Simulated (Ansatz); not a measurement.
MgPt₃ (Pm-3m): resistivity and electron-phonon coupling

Here is the system:

```yaml
crystal:
  lattice:
    - [3.90956, 0.00000, 0.00000]
    - [0.00000, 3.90956, 0.00000]
    - [0.00000, 0.00000, 3.90956]
  atoms:
    - { symbol: Mg, position: [0.00000, 0.00000, 0.00000] }
    - { symbol: Pt, position: [0.00000, 0.50000, 0.50000] }
    - { symbol: Pt, position: [0.50000, 0.00000, 0.50000] }
    - { symbol: Pt, position: [0.50000, 0.50000, 0.00000] }
```

Level of theory: PBEsol, DFPT electron-phonon coupling, linearised Boltzmann equation (plane waves, PAW, scalar-relativistic; Ansatz, a first-principles code). Cell: relaxed with this functional, without spin-orbit coupling.

resistivity at 300 K: 12.1 μΩ·cm
electron mean free path at 300 K (weighted by the current that each state carries): 7.1 nm
electron-phonon coupling λ: 0.45
transport coupling λ_tr: 0.45
logarithmic mean phonon energy: 13.1 meV
density of states at the Fermi level: 1.88 states/(eV·spin·cell)
Drude plasma energy: 6.5 eV
Hall coefficient at 300 K: 9.4 ×10⁻¹¹ m³/C

A metal at this level (no band gap). Only scattering by harmonic phonons is included (no impurities, grain boundaries, electron-electron scattering or thermal expansion). Spin-orbit coupling is left out, which matters with elements this heavy. Halving the electron mesh (24x24x24) moves the resistivity by up to 4 % at 300 K, the mean free path by up to 6 %, the coupling by up to 5 %. Smearing 0.20 eV; phonons on a 4x4x4 q mesh, which this run doesn't test and which matters most at low temperature.

Computed structure with no diffraction record at hand here (it may be known, metastable or hypothetical): MgPt3 (Pm-3m).
